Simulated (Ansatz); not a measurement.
Base system: MgSe in the rock salt structure (space group Fm-3m, No. 225; a = 5.4498 Å).

All numbers come from PBEsol, PAW, 420 eV (Ansatz, a quantum-chemistry and plane-wave program; no spin-orbit coupling).

For the base:

| Quantity | Value |
|---|---|
| Valley order | X along ⟨100⟩ 1.78 eV; Γ 2.50 eV |

The change: electron doping at 3.0×10^21 cm⁻³ (0.121 per cell), with a uniform compensating background at fixed cell and a 300 K Fermi–Dirac width.

Problem. Predict the new Fermi level from band edge and valley order.

Solution. The Fermi level relative to the doped band's edge (positive inside the band; to 0.05 eV) is +0.95 eV; the valley order (the lowest conduction-band minima on the path, energy above the VBM, named in the base's zone) is still X along ⟨100⟩ 1.78 eV; Γ 2.50 eV.

Charged cell with a jellium background: band edges are those of the host's band count, energies are not comparable with the neutral cell, and many-body gap narrowing is missing. The levels and masses belong to the bands next to the band gap. No phonon test of stability was made.
